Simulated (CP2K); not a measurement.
# CP2K run on CsLiBr2 (P4/nmm, 8 atoms in the cell): self-consistent single point

Level of theory: LDA (Pade form), GPW, DZVP-MOLOPT-SR-GTH basis, GTH-PADE potentials (GTH_POTENTIALS) in CP2K 2026.2.

Input as run:

```
&GLOBAL
  PROJECT bulk
  RUN_TYPE ENERGY_FORCE
  PRINT_LEVEL LOW
&END GLOBAL
&FORCE_EVAL
  METHOD Quickstep
  STRESS_TENSOR ANALYTICAL
  &DFT
    BASIS_SET_FILE_NAME BASIS_MOLOPT
    POTENTIAL_FILE_NAME GTH_POTENTIALS
    &QS
      METHOD GPW
      EPS_DEFAULT 1E-10
    &END QS
    &MGRID
      CUTOFF 500
      REL_CUTOFF 50
      NGRIDS 5
    &END MGRID
    &SCF
      SCF_GUESS ATOMIC
      EPS_SCF 1E-6
      MAX_SCF 100
      ADDED_MOS 9
      &DIAGONALIZATION
        ALGORITHM STANDARD
      &END DIAGONALIZATION
      &MIXING
        METHOD BROYDEN_MIXING
        ALPHA 0.3
        NBUFFER 10
        BETA 1.5
      &END MIXING
    &END SCF
    &KPOINTS
      SCHEME MONKHORST-PACK 3 3 2
      GAMMA_CENTERED T
    &END KPOINTS
    &XC
      &XC_FUNCTIONAL PADE
      &END XC_FUNCTIONAL
    &END XC
    &PRINT
      &MO
        EIGENVALUES T
        OCCUPATION_NUMBERS T
        NDIGITS 8
        FILENAME mo
        &EACH
          QS_SCF 0
        &END EACH
        ADD_LAST NUMERIC
      &END MO
      &MULLIKEN OFF
      &END MULLIKEN
    &END PRINT
  &END DFT
  &SUBSYS
    &CELL
      ABC 5.18124000 5.18124000 9.93006000
      ALPHA_BETA_GAMMA 90.00000000 90.00000000 90.00000000
      PERIODIC XYZ
    &END CELL
    &COORD
      Cs       0.00000000     2.59062000     2.97931590
      Cs       2.59062000     0.00000000     6.95074410
      Li       2.59062000     0.00000000     0.81903135
      Li       0.00000000     2.59062000     9.11102865
      Br       0.00000000     2.59062000     6.61262556
      Br       2.59062000     0.00000000     3.31743444
      Br       0.00000000     0.00000000     0.00000000
      Br       2.59062000     2.59062000     0.00000000
    &END COORD
    &KIND Cs
      BASIS_SET DZVP-MOLOPT-SR-GTH
      POTENTIAL GTH-PADE-q9
    &END KIND
    &KIND Li
      BASIS_SET DZVP-MOLOPT-SR-GTH
      POTENTIAL GTH-PADE-q3
    &END KIND
    &KIND Br
      BASIS_SET DZVP-MOLOPT-SR-GTH
      POTENTIAL GTH-PADE-q7
    &END KIND
  &END SUBSYS
  &PRINT
    &FORCES ON
    &END FORCES
    &STRESS_TENSOR ON
    &END STRESS_TENSOR
  &END PRINT
&END FORCE_EVAL
```

Output, abridged:

```
 GLOBAL| Method name                                                        CP2K
 GLOBAL| Project name                                                       bulk
 GLOBAL| Run type                                                   ENERGY_FORCE

 TOTAL NUMBERS AND MAXIMUM NUMBERS

  Total number of            - Atomic kinds:                                   3
                             - Atoms:                                          8
                             - Shell sets:                                     8
                             - Shells:                                        40
                             - Primitive Cartesian functions:                 38
                             - Cartesian basis functions:                     98
                             - Spherical basis functions:                     92

  Maximum angular momentum of- Orbital basis functions:                        2
                             - Local part of the GTH pseudopotential:          6
                             - Non-local part of the GTH pseudopotential:      4

 SCF PARAMETERS         Density guess:                                    ATOMIC
                        max_scf:                                             100
                        max_diis:                                              4
                        eps_scf:                                        1.00E-06
                        eps_diis:                                       1.00E-01
                        eps_eigval:                                     1.00E-05
                        level_shift [a.u.]:                             0.000000
                        added MOs                                         9    0
                        Mixing method:                            BROYDEN_MIXING
                                                charge density mixing in g-space
                        No outer SCF

 Extrapolation method: initial_guess

 Number of electrons:                                                         52
 Number of occupied orbitals:                                                 26
 Number of molecular orbitals:                                                35

 Number of orbital functions:                                                 92
 Number of independent orbital functions:                                     92

 SCF WAVEFUNCTION OPTIMIZATION

  Step     Update method      Time    Convergence         Total energy    Change
     1 NoMix/Diag. 0.30E+00      -     2.05753543      -109.6141961013 -1.10E+02
     2 Broy./Diag. 0.30E+00      -     0.01520932      -109.0509784663  5.63E-01
     3 Broy./Diag. 0.30E+00      -     0.07481405      -109.1737661276 -1.23E-01
     4 Broy./Diag. 0.30E+00      -     0.01431836      -109.5679685979 -3.94E-01
     5 Broy./Diag. 0.30E+00      -     0.01814171      -109.5623290225  5.64E-03
     6 Broy./Diag. 0.30E+00      -     0.00824405      -109.5500539338  1.23E-02
     7 Broy./Diag. 0.30E+00      -     0.00606102      -109.5218726671  2.82E-02
   [... 8 lines left out ...]
    16 Broy./Diag. 0.30E+00      -     0.00001445      -109.5106510152 -3.17E-05
    17 Broy./Diag. 0.30E+00      -     0.00000351      -109.5106450832  5.93E-06
    18 Broy./Diag. 0.30E+00      -     0.00000285      -109.5106157261  2.94E-05
    19 Broy./Diag. 0.30E+00      -     0.00000225      -109.5106032717  1.25E-05
    20 Broy./Diag. 0.30E+00      -     0.00000069      -109.5106098970 -6.63E-06

  *** SCF run converged in    20 steps ***

  Electronic density on regular grids:        -51.9999999999        0.0000000001
  Core density on regular grids:               51.9999999918       -0.0000000082
  Total charge density on r-space grids:       -0.0000000081
  Total charge density g-space grids:          -0.0000000081

  Overlap energy of the core charge distribution:               0.00000000000151
  Self energy of the core charge distribution:               -207.90386153734821
  Core Hamiltonian energy:                                     41.33880425101264
  Hartree energy:                                              77.22749649538927
  Exchange-correlation energy:                                -20.17304910601763

  Total energy:                                              -109.51060989696241

 ENERGY| Total FORCE_EVAL ( QS ) energy [hartree]           -109.510621164993154

 FORCES| Atomic forces [hartree/bohr]
 FORCES|   Atom     x               y               z               |f|
 FORCES|      1  5.33001806E-12 -5.14825624E-12  3.37465320E-04   3.37465320E-04
 FORCES|      2 -5.18823299E-12  5.35578596E-12 -3.37465773E-04   3.37465773E-04
 FORCES|      3  7.70611150E-11  7.90103172E-11  1.10271708E-03   1.10271708E-03
 FORCES|      4  7.89241496E-11  7.72786808E-11 -1.10271750E-03   1.10271750E-03
 FORCES|      5  5.49331609E-12  2.24502802E-13  8.21656795E-04   8.21656795E-04
 FORCES|      6  2.42181614E-13  5.41871675E-12 -8.21656003E-04   8.21656003E-04
 FORCES|      7  2.96364346E-12  1.79561903E-12  1.67795600E-09   1.67795958E-09
 FORCES|      8  1.06029456E-12  4.62735703E-13 -1.59737246E-09   1.59737288E-09
 FORCES| Sum     1.65886485E-10  1.64398102E-10  7.93445765E-12
 FORCES| Total atomic force                                       2.33683584E-10

 STRESS| Analytical stress tensor [bar]
 STRESS|                        x                   y                   z
 STRESS|      x       -1.66422365357E+04   5.79747146047E-06   1.14032656768E-06
 STRESS|      y        5.79747146047E-06  -1.66422741936E+04  -2.27119828529E-07
 STRESS|      z        1.14032656768E-06  -2.27119828529E-07  -1.36836647165E+04
 STRESS| 1/3 Trace                                            -1.56560584819E+04
```

The run converged in 20 iterations.

The starting cell comes from a database of computed structures (which also holds hypothetical and non-ambient phases and stackings), without a prior relaxation at this level. Values carry the incompleteness of an atom-centred basis.
